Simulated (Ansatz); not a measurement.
Ansatz (a first-principles code) run on SiTe2 (P2_1/c, 12 atoms in the cell): self-consistent single point.

Method of the run: PBE (plane waves, PAW; Ansatz).

```xyz
12
Lattice="6.3954 0.0000 0.0000 0.0000 6.4713 0.0000 -1.0590 0.0000 6.5171" Properties=species:S:1:pos:R:3 pbc="T T T"
Si     1.5407     0.2556     1.3575
Si     4.3252     3.4913     1.9010
Si     3.7957     6.2157     5.1596
Si     1.0112     2.9800     4.6160
Te     0.0826     2.1465     2.2464
Te     5.7833     5.3822     1.0121
Te     5.2538     4.3248     4.2706
Te    -0.4469     1.0891     5.5050
Te     2.3679     4.8981     3.1230
Te     3.4980     1.6625     0.1356
Te     2.9685     1.5732     3.3941
Te     1.8384     4.8088     6.3815
```

Reference input (self-consistent single point, DFT, PBE, plane waves, default PAW files): basis.ecutwfc = 420 eV; kpoints.mp_grid.grid = 3 3 3; hamiltonian.xc = pbe; hamiltonian.pseudopotentials = {kind: paw}, with the files named one by one; scf.occupations.method = methfessel_paxton; scf.occupations.width = 0.1 eV. This run's input differs from it in these lines:

Ansatz 0.2 input:
```diff
@@ -22,3 +22,3 @@
 kpoints:
-  mp_grid: { grid: [3, 3, 3] }
+  mp_grid: { grid: [4, 4, 4] }
 hamiltonian:
```

Output, abridged:

```
SCF iter   1: F=—  HF=-58375.383669 eV  |F-HF|=—  |Δ(HF+E_count)|=         —  Δρ=4.21e-3  dr2=1.51e-1  ethr=1.77e-3  ⟨swp⟩=7.5  Hψ=11136  notcnv=0  defer=28
all-band conjugate gradients solve this SCF's bands
preconditioner: auto → Kerker (q_TF=auto, 2.457 Å⁻¹)
SCF iter   2: F=—  HF=-58375.362542 eV  |F-HF|=—  |Δ(HF+E_count)|=   2.11e-2  S|Δr|=    0.00e0  Δρ=2.54e-3  dr2=5.98e-2  ethr=1.05e-4  ⟨swp⟩=1.0  Hψ=3030  notcnv=0  defer=35
   [... lines left out ...]
SCF iter   6: F=—  HF=-58375.351573 eV  |F-HF|=—  |Δ(HF+E_count)|=   4.05e-5  S|Δr|=    0.00e0  Δρ=3.33e-5  dr2=5.92e-6  ethr=4.05e-8  ⟨swp⟩=2.0  Hψ=3325  notcnv=0  defer=37
SCF iter   7: F=—  HF=-58375.351577 eV  |F-HF|=—  |Δ(HF+E_count)|=   3.78e-6  S|Δr|=    0.00e0  Δρ=1.23e-5  dr2=7.80e-7  ethr=4.11e-9  ⟨swp⟩=2.0  Hψ=3368  notcnv=0  defer=37
SCF iter   8: F=-58375.351577 eV  HF=-58375.351577 eV  |F-HF|=4.74e-9  |Δ(HF+E_count)|=   1.77e-7  S|Δr|=    0.00e0  Δρ=4.22e-6  dr2=7.96e-8  ethr=6.94e-11  ⟨swp⟩=9.8  Hψ=13452  notcnv=0
SCF 1 converged in 8 iterations: F = -58375.351577 eV  dr2 = 7.96e-8
Stability not checked (fill_not_monotonic)
Free energy (F): -58375.351577 eV
Internal energy: -58375.353433 eV  (E = F + TS)
E sigma→0 (E₀):  -58375.352041 eV
Entropy (-TS):   0.001856 eV (0.155 meV/atom)
Fermi energy:    12.197736 eV
--- Forces (eV/Å), atoms counted from 1 ---
  atom   1  Si     0.90365843    -0.30315649    -0.12593564
  atom   2  Si    -0.90365843    -0.30315649     0.12593564
  atom   3  Si    -0.90365843     0.30315649     0.12593564
  atom   4  Si     0.90365843     0.30315649    -0.12593564
   [... lines left out ...]
  atom  12  Te    -0.78401263    -0.08973345    -0.19724878
--- Stress (GPa, compression-positive) ---
       18.227923      -0.000000       3.808900
       -0.000000      17.771994      -0.000000
        3.808900      -0.000000      15.759023
  P = ⅓ Tr σ = 17.2530 GPa (172.530 kbar)
  The stress holds the Pulay correction. Without it, at fixed plane waves, as pw.x and ABINIT print it: P = 17.2172 GPa
```

The run converged in 8 iterations. Against the reference run the free energy is nearly the same (within 1 meV/atom), the pressure goes from 17.44 to 17.25 GPa and the largest force goes from 1.006 to 0.961 eV/Å.

The starting cell was generated: these elements placed on a structure prototype, without a prior relaxation; it need not be a known phase or ordering of this composition. With a pressure of about 17 GPa the cell is away from its equilibrium volume at this level. Ansatz's pressure includes its estimate of the finite-basis (Pulay) stress. The run gives no clean gap (levels at the Fermi energy touch, overlap or are partly filled at this smearing), which alone does not show that the compound is a metal.

Cost on one core of a shared machine: roughly 40 s.
